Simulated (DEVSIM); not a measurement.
Device: W/HfO2/SiO2/p-Si capacitor, at 300 K.

Layer 1 from the left is HfO2, thickness (nm) 16.0. Layer 2 from the left is SiO2, thickness (nm) 0.600. Layer 3 from the left is Si, thickness (nm) 11000, Na (cm⁻³) 2.5e15.

Metal gate on the left, work function 4.6 eV. Fixed charge at the semiconductor interface 7.3e10 cm⁻² (in units of +e); no interface traps.

The device is made up for the run: typed textbook-type constants, with dimensions and the other settings drawn at random. Values at 300 K.

HfO2: gap (eV) 5.7, affinity (eV) 2.5, permittivity 22. SiO2: gap (eV) 9, affinity (eV) 0.9, permittivity 3.9. Si: gap (eV) 1.124, affinity (eV) 4.05, permittivity 11.7, Nc (cm⁻³) 2.86e19, Nv (cm⁻³) 3.1e19.

DEVSIM, 1D Poisson equation in equilibrium, Boltzmann statistics, complete ionisation; no quantum confinement or tunnelling. Metal contacts follow the ideal Schottky-Mott rule: no Fermi-level pinning, no interface dipoles.

Question: What does the simulation give for the minimum of the low-frequency capacitance, the flat-band voltage?

Answer: minimum of the low-frequency capacitance 0.0202 μF/cm²; flat-band voltage -0.34 V.
